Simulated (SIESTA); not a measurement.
SIESTA run on NiS (P1, 4 atoms in the cell): self-consistent single point.

Method of the run: GGA PBEsol, numerical atomic orbitals DZP, PseudoDojo PBEsol standard norm-conserving potentials (rewritten from UPF to PSML) (SIESTA).

The change in words: atoms moved at random. Reference geometry:
```xyz
4
Lattice="3.4112 0.0000 0.0000 -1.7056 2.9542 0.0000 0.0000 0.0000 5.1401" Properties=species:S:1:pos:R:3 pbc="T T T"
Ni     0.0000     0.0000     2.5701
Ni     0.0000     0.0000     0.0000
S      0.0000     1.9694     3.8551
S      1.7056     0.9847     1.2850
```

Reference input (self-consistent single point, DFT, GGA PBEsol, numerical atomic orbitals DZP, PseudoDojo PBEsol standard norm-conserving potentials (rewritten from UPF to PSML)): XC.functional = GGA; XC.authors = PBEsol; potentials = PseudoDojo PBEsol standard; PAO.BasisSize = DZP; PAO.EnergyShift = 0.005 Ry; MeshCutoff = 400 Ry; kgrid.MonkhorstPack = 15 15 9; OccupationFunction = FD; ElectronicTemperature = 1160.45 K; MaxSCFIterations = 150; SCF.Mixer.Method = Pulay; SCF.Mixer.Weight = 0.25. This run's input differs from it in these lines:

```diff
@@ -18,6 +18,6 @@
 %block AtomicCoordinatesAndAtomicSpecies
-     0.000000000    0.000000000    0.500000000  1
-     0.000000000    0.000000000    0.000000000  1
-     0.333333000    0.666667000    0.750000000  2
-     0.666667000    0.333333000    0.250000000  2
+     0.000786000   -0.002676000    0.498688000  1
+     0.003220000    0.001985000   -0.007128000  1
+     0.328422000    0.652656000    0.754080000  2
+     0.667572000    0.348034000    0.254360000  2
 %endblock AtomicCoordinatesAndAtomicSpecies
```

Log, with long lists cut:

```
        iscf     Eharris(eV)        E_KS(eV)     FreeEng(eV)     dDmax    Ef(eV) dHmax(eV)
   scf:    1    -9695.133731    -9715.758013    -9715.886321  1.088194 -2.726101 13.389986
   scf:    2    -9714.309002    -9721.521470    -9721.598680  0.438451 -4.261583  5.269208
   scf:    3    -9723.288996    -9723.106740    -9723.195327  0.150983 -3.903308  0.612319
   scf:    4    -9723.128929    -9723.121483    -9723.211085  0.031289 -4.000996  0.188481
   scf:    5    -9723.118424    -9723.121242    -9723.211111  0.004686 -4.003429  0.207745
   scf:    6    -9723.122226    -9723.122248    -9723.212359  0.002760 -4.003140  0.040025
   scf:    7    -9723.121759    -9723.122046    -9723.212564  0.002455 -3.997953  0.035195
   scf:    8    -9723.122123    -9723.122100    -9723.212611  0.000558 -3.998798  0.001003
   scf:    9    -9723.122096    -9723.122098    -9723.212611  0.000069 -3.998836  0.000710
SCF Convergence by DM+H criterion
max |DM_out - DM_in|         :     0.0000694647
max |H_out - H_in|      (eV) :     0.0007101865
SCF cycle converged after 9 iterations

Using DM_out to compute the final energy and forces

siesta: E_KS(eV) =            -9723.1221

siesta: E_KS - E_eggbox =     -9723.1221

siesta: Atomic forces (eV/Ang):
     1   -0.059917    0.051952   -0.037007
     2   -0.042648   -0.062352    0.302913
     3   -0.047290    0.328452   -0.136361
     4    0.149035   -0.319049   -0.132187
   Tot   -0.000819   -0.000997   -0.002641
   Max    0.328452
   Res    0.176850    sqrt( Sum f_i^2 / 3N )
   Max    0.328452    constrained

Stress tensor Voigt[x,y,z,yz,xz,xy] (kbar):       26.36       17.45       41.86       -0.09        0.69       -0.81
(Free)E + p*V (eV/cell)    -9724.1359
   [... lines left out ...]
siesta: FreeEng =     -9723.212611
siesta: Cell volume =         51.797613 Ang**3
siesta:         -28.55768820        -26.01234160  kBar
   [... lines left out ...]
              0.076   0.075   0.066   0.074   0.074
   4  6.139   1.599   0.115   1.189   1.484   1.214   0.132  -0.048   0.104
              0.072   0.072   0.064   0.071   0.070

mulliken: Qtot =       48.000

Mulliken Atomic Populations:
Atom #   charge [q] valence [e]  Species
     1     0.133006   17.866994  Ni
     2     0.133075   17.866925  Ni
     3    -0.127398    6.127398  S
     4    -0.138684    6.138684  S
 Total     0.000000
```

The run converged in 9 iterations. Against the reference run the free energy goes up by 6.1 meV/atom, the pressure goes from -3.29 to -2.86 GPa and the largest force goes from 0.000 to 0.376 eV/Å.

The starting cell comes from a database of computed structures (which also holds hypothetical and non-ambient phases and stackings), without a prior relaxation at this level. Its lattice was rescaled by a random factor within 2.5 % of one. For this run, on top of that: atoms moved at random. Spin polarisation is off, so a magnetic state, if there is one, cannot be reached. Values carry the incompleteness of an atom-centred basis.

Cost on one core of a shared machine: roughly 60 s.
